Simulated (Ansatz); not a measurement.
The parent structure is AlN in the zinc blende structure (space group F-43m, No. 216; a = 4.3698 Å). Axes: x, y, z lie along the cube axes.

All numbers come from Ansatz (a quantum-chemistry and plane-wave program) r2SCAN, scalar-relativistic without spin-orbit coupling.

Before the change:

The valley order comes out as X along ⟨100⟩ 3.94 eV; Γ 4.84 eV. The smallest direct gap is 4.84 eV.

The change: compressive biaxial strain of 1.50 % in the plane normal to [001], as in epitaxy on a mismatched substrate; the out-of-plane cell vector and the atoms relax.

### Question
Predict the new valley order.

### Answer
The valley order (the lowest conduction-band minima on the path, energy above the VBM, named in the base's zone) changes from X along ⟨100⟩ 3.94 eV; Γ 4.84 eV to X along [010] 3.85 eV; X along [001] 4.00 eV; Γ 4.92 eV.

### Question
What does the calculation give for the smallest direct gap after the change?

### Answer
The smallest direct gap increases by 0.09 eV to 4.93 eV.

Gaps are read on the SCF mesh and a high-symmetry path. No phonon test of stability was made. This is not the structure that AlN has at room temperature and ambient pressure.
